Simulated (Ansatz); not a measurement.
Start from BaTiO3 in the cubic perovskite structure (space group Pm-3m, No. 221; a = 4.0192 Å).

(Cell as relaxed with PBE.)

Levels (all Ansatz, an electronic-structure program, PAW): PBE (420 eV, no SOC); r2SCAN (500 eV, scalar-relativistic without spin-orbit coupling).

Each level relaxes its own structure.

| quantity | PBE | r2SCAN |
|---|---|---|
| volume per atom | 12.99 Å³ | (withheld) |
| lattice parameter a | 4.019 Å | (withheld) |
| band gap | 1.78 eV | (withheld) |
| gap character | indirect, R → Γ | (withheld) |

Task: Given the PBE results, estimate those of r2SCAN.

Result: 
- volume per atom, r2SCAN: 12.74 Å³
- lattice parameter a, r2SCAN: 3.994 Å
- band gap, r2SCAN: 2.17 eV
- gap character, r2SCAN: indirect, R → Γ

PBE's volume per atom lies 0.243 Å³ above r2SCAN's (1.9 %); PBE's lattice parameter a lies 0.025 Å above r2SCAN's (0.6 %); PBE's band gap lies 0.39 eV below r2SCAN's; the two agree on the gap character. Neither level is exact; r2SCAN is the comparison here, not a measurement.

Whether these cells are dynamically stable was not tested. All final runs are without spin polarisation. Many cubic perovskites are stable only at high temperature; tilts and polar distortions were not tested. This is not the structure that BaTiO3 has at room temperature and ambient pressure.
